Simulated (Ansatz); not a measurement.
**Several settings converged on RbMnCuS₂ (Imm2, 5 atoms in the cell)**

```xyz
5
Lattice="-1.9913 1.9913 6.8270 1.9913 -1.9913 6.8270 1.9913 1.9913 -6.8270" Properties=species:S:1:pos:R:3 pbc="T T T"
Rb     0.0000     0.0000     0.0500
Mn     1.9913     0.0000     3.4135
Cu     0.0000     1.9913     3.4135
S      0.0000     0.0000     8.8747
S      0.0000     0.0000     4.7793
```
Moments meant for the start (each program seeds them in its own way; μB, in the order of the atoms Rb Mn Cu S S): 0.0 4.0 0.0 0.0 0.0.

Base method: LDA (PW92), default PAW files made with PBE (plane waves; Ansatz, a program for electronic structure).

Base settings: basis.ecutwfc = 420 eV; kpoints.mp_grid.grid = 5 5 5; hamiltonian.xc = lda; hamiltonian.pseudopotentials = {kind: paw} (the program's default PAW files); magnetization.spin_polarized = true; scf.occupations.method = fermi_dirac; scf.occupations.width = 0.05 eV.

The count of work is k-points × plane waves × bands × iterations; it is no time. Core times come from one kind of shared machine, to one figure; runs under 30 s give none.

**The k-point mesh**

The second cell is the first with its lattice scaled by 0.98.

Only quantities that move along the ladder and can be compared are tabulated.

```csv
kpoints.mp_grid.grid,free energy less the last step's (meV/atom),energy of the compressed cell less the first (meV/atom),largest difference of a force vector from the last step's (eV/Å),net moment (μB/atom),count of work / last,core time / last (rough)
2 2 2,103.17,-35.71,0.015,0.963,0.011,–
4 4 4,4.55,-28.10,0.004,0.996,0.035,–
5 5 5,1.22,-27.94,0.002,0.997,0.053,0.06
7 7 7,0.11,-27.83,0.001,0.998,0.12,0.1
9 9 9,0.01,-27.74,0.000,0.998,0.24,0.2
11 11 11,0.00,-27.70,0.000,0.998,0.42,0.4
12 12 12,0.00,-27.69,0.000,0.998,0.55,0.5
15 15 15,0.00,-27.67,0.000,0.998,1.0,1
```

Coarsest kpoints.mp_grid.grid that holds the net moment within 0.01 μB/atom of the last step, with all finer ones: 4 4 4, at 0.035 of the last step's count of work; the step before is off by 0.035 μB/atom.

Coarsest kpoints.mp_grid.grid that holds the energy of the compressed cell less the first within 1 meV/atom of the last step, with all finer ones: 4 4 4, at 0.035 of the last step's count of work; the step before is off by 8.0 meV/atom.

Coarsest kpoints.mp_grid.grid that holds the forces within 0.005 eV/Å of the last step, with all finer ones: 4 4 4, at 0.035 of the last step's count of work; the step before is off by 0.015 eV/Å.

The energy difference between the two cells stays within 1 meV/atom of the last step's from 4 4 4 on, the total only from 7 7 7 on: much of the error is common to both cells and cancels.

**Shifted k-point meshes**

In this ladder: kpoints.mp_grid.shift = 0.5 0.5 0.5.

Only quantities that move along the ladder and can be compared are tabulated.

| kpoints.mp_grid.grid | free energy less the last step's (meV/atom) | pressure (GPa) | largest difference of a force vector from the last step's (eV/Å) | net moment (μB/atom) |
|---|---|---|---|---|
| 2 2 2 | 100.16 | -4.52 | 0.046 | 0.982 |
| 4 4 4 | 4.49 | -4.90 | 0.004 | 0.996 |
| 6 6 6 | 0.35 | -4.91 | 0.001 | 0.998 |
| 8 8 8 | 0.03 | -4.91 | 0.001 | 0.998 |
| 10 10 10 | 0.00 | -4.91 | 0.000 | 0.998 |
| 12 12 12 | 0.00 | -4.91 | 0.000 | 0.998 |
| 14 14 14 | 0.00 | -4.91 | 0.000 | 0.998 |
| 17 17 17 | 0.00 | -4.91 | 0.000 | 0.998 |

Coarsest kpoints.mp_grid.grid that holds the net moment within 0.01 μB/atom of the last step, with all finer ones: 4 4 4; the step before is off by 0.016 μB/atom.

Coarsest kpoints.mp_grid.grid that holds the free energy within 5 meV/atom of the last step, with all finer ones: 4 4 4; the step before is off by 100 meV/atom.

Coarsest kpoints.mp_grid.grid that holds the pressure within 0.2 GPa of the last step, with all finer ones: 4 4 4; the step before is off by 0.39 GPa.

**The width of Fermi-Dirac smearing**

The mesh stays at the base's, so the ladder's end is converged at best in this setting alone.

Narrow widths need finer meshes than wide ones, so the last steps can hold mesh noise.

Only quantities that move along the ladder and can be compared are tabulated; pressure and forces are left out, as mesh noise rules them at narrow widths.

The magnetic state is not the same in all runs (site moments differ, or a search went on to a lower state), so steps between rows are not convergence errors alone.

```tsv
scf.occupations.width	free energy less the last step's (meV/atom)	energy extrapolated to zero width less the last step's (meV/atom)	net moment (μB/atom)
1 eV	-967.91	67.88	0.000
0.5 eV	-168.34	63.77	0.642
0.2 eV	-12.39	5.68	0.941
0.1 eV	-1.54	0.90	0.985
0.02 eV	0.00	0.00	1.000
```

Widest scf.occupations.width that holds the energy extrapolated to zero width within 2 meV/atom of the last step, with all finer ones: 0.1 eV; the step before is off by 5.7 meV/atom.

Widest scf.occupations.width that holds the net moment within 0.05 μB/atom of the last step, with all finer ones: 0.1 eV; the step before is off by 0.059 μB/atom.

Widest scf.occupations.width that holds the free energy within 5 meV/atom of the last step, with all finer ones: 0.1 eV; the step before is off by 12 meV/atom.

On the base run: the starting cell comes from a database of computed structures (which also holds hypothetical and non-ambient phases and stackings), without a prior relaxation at this level. Its lattice was rescaled by up to half a per cent. One atom was moved a little off its site on purpose. With one magnetic atom in the cell only a parallel order is possible. In the base run, with a pressure of about -5 GPa the cell is away from its equilibrium volume at this level. Ansatz's pressure includes its estimate of the finite-basis (Pulay) stress.

Keys are those of Ansatz 0.2.
